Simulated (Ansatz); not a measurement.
The starting structures come from a database of crystals and need not be the phases stable at ambient conditions.

 Where the default PAW files enter, the runs use the earlier of Ansatz's two default sets.

Data:

```yaml
crystal:
  lattice:
    - [5.97150, -0.02714, -0.01952]
    - [2.76493, 5.29289, -0.01952]
    - [1.06886, -2.98214, 1.68108]
  atoms:
    - { symbol: Ca, position: [0.00000, 0.00000, 0.00000] }
    - { symbol: H, position: [0.33333, 0.22362, 0.55696] }
    - { symbol: H, position: [0.66667, 0.77638, 0.44304] }
    - { symbol: O, position: [0.33333, 0.42702, 0.76035] }
    - { symbol: O, position: [0.66667, 0.57298, 0.23965] }
```

Space group of this cell: P-3m1. The cell was relaxed by PBE-D3(BJ); by PBEsol its mean pressure is -0.8 GPa.

Transport runs along the normal of the first two printed cell vectors, the (111) plane of the conventional cell.

The gap is the functional's own. No spin-orbit coupling. Mid-gap values are interpolated on the energy grid.

Question: Compute, with Ansatz (a quantum-chemistry and plane-wave program) with PBEsol, the band gap and the smallest decay constant κ at mid-gap.

Answer: Gap 4.15 eV on a 18×18×18 mesh; κ = 0.355 1/Å, at the zone centre.
